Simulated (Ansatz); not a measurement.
System: zinc-blende BeS. Method: r²SCAN (plane waves, PAW; Ansatz, an electronic-structure program).

Run with plane-wave cutoff 560 eV, 12×12×12 k mesh, Fermi–Dirac smearing 0.01 eV, scalar-relativistic PAW data made under PBE.

Energies at three volumes about the minimum:

```json
[
 {"V (Å³/atom)": "14.136", "E − E_lowest (meV/atom)": "1.82"},
 {"V (Å³/atom)": "14.425", "E − E_lowest (meV/atom)": "0.00"},
 {"V (Å³/atom)": "14.713", "E − E_lowest (meV/atom)": "1.70"}
]
```

Question: Fit a parabola by hand: where is the minimum, what lattice constant follows, and what is the bulk modulus?

Answer: Slopes: (0.00 − 1.82)/(14.425 − 14.136) = -6.298 and (1.70 − 0.00)/(14.713 − 14.425) = 5.903 meV/Å³. Curvature E″ = 2 × (5.903 − (-6.298))/(14.713 − 14.136) = 42.291 meV/Å⁶. From the middle of the first interval, the slope vanishes at V0 = 14.2805 − (-6.298)/42.291 = 14.429 Å³/atom. B = V0 E″ = 14.429 × 42.291 meV/Å³ × 0.1602 GPa per meV/Å³ = 97.8 GPa. With 8 atoms in the cube, a = (8 × 14.429)^(1/3) = 4.869 Å. The full Birch–Murnaghan fit to all volumes gives V0 = 14.425 Å³/atom and B0 = 97.5 GPa.

Measured, for comparison: bulk modulus 105 GPa (room temperature, not corrected to a static lattice; as tabulated in Narayana, Nesamony, Ruoff, Phys. Rev. B 56, no. 22 (1997)); lattice constant a 4.87 Å (room temperature, not corrected to a static lattice; as tabulated in Narayana, Nesamony, Ruoff (BeS at high pressure; core.ac.uk copy)). Computed less measured: bulk modulus -7 %.
